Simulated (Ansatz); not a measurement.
Ni_Zn in zinc-blende ZnS (start: the Zn site; 64-site cell, 2×2×2 shifted sampling). These are PBE, PAW (plane waves to 420 eV; Ansatz, an electronic-structure program) values and carry that method's errors. Total energies of the localised charge states, counted from that of charge +1, and their image corrections (point charge with alignment); the host's valence-band maximum lies at 5.506 eV on the cells' energy zero and its gap is 2.01 eV.

```
charge  moment (μB)  E − E(first) (eV)  correction (eV)
------  -----------  -----------------  ---------------
+1              3.0              0.000            0.164
0               2.0              5.895            0.000
−1              1.0             12.655            0.166
```

### Question
Derive the transition levels above the valence-band maximum and say which of them are thermodynamic.

### Answer
A level is the Fermi energy at which two charges have equal formation energy: ε(q/q′) = [E(q′) + corr(q′) − E(q) − corr(q)] / (q − q′) − E_VBM.
ε(+1/0) = [(5.895 + 0.000) − (0.000 + 0.164)] / 1 − 5.506 = 0.22 eV
ε(0/−1) = [(12.655 + 0.166) − (5.895 + 0.000)] / 1 − 5.506 = 1.42 eV
Thermodynamic levels at least 0.1 eV inside the gap: (+1/0) at 0.22 eV; (0/−1) at 1.42 eV. They hold to tenths of an eV in this cell. Charges with a result: +1, 0, −1. Others weren't obtained, and one of them could lie lower, also by skipping a charge.
